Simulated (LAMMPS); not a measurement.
Crystal growth and melting at the (001) interface of Si (diamond structure) with its melt.

Computed with classical MD, pair style sw, file Si.sw; code LAMMPS.

```csv
T (K),speed,direction
1180,11.2 ± 0.6 m/s,the crystal grows
1350,18.2 ± 0.6 m/s,the crystal grows
1520,12.9 ± 0.6 m/s,the crystal grows
1600,9.2 ± 0.4 m/s,the crystal grows
```

Measured melting point: 1687 K (Wikipedia, Melting points of the elements (data page)).

The ± values are statistical; the model's systematic error is not in them.
